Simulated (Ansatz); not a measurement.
# LaH3: response to strain

The reference is LaH₃ (space group Fm-3m, No. 225; a cell from a computed database, its experimental status unchecked).

```
CELL_PARAMETERS angstrom
      0.00000     2.75053     2.75053
      2.75053     0.00000     2.75053
      2.75053     2.75053     0.00000
ATOMIC_POSITIONS crystal
  La 0.00000 0.00000 0.00000
  H  0.50000 0.50000 0.50000
  H  0.75000 0.75000 0.75000
  H  0.25000 0.25000 0.25000
```

Cartesian axes are those of the cell as printed.

Strains are applied to the cell and any free atomic positions relax; under biaxial strain the out-of-plane vector relaxes too.

All numbers come from Ansatz (a first-principles code), PBEsol, PAW, cutoff 420 eV, no SOC.

Notes on the quantities. pressure: mean of the normal stresses, compression positive; energy relative to the base: free energy F.

```tsv
case	pressure	volume per atom	energy relative to the base
base	0.0 GPa	10.40 Å³	0 meV/atom
biaxial strain −1.16 %, plane normal [001], relaxed out of plane	0.2 GPa	10.38 Å³	+0.2 meV/atom
uniaxial strain ε_yy = −0.74 %	0.6 GPa	10.33 Å³	+0.2 meV/atom
uniaxial strain ε_zz = −3.63 %	3.4 GPa	10.03 Å³	+4.3 meV/atom
```

A case with no gap was solved on a k-mesh chosen for an insulator, which is coarse for it. Stability against distortions was not tested. All final runs are without spin polarisation.
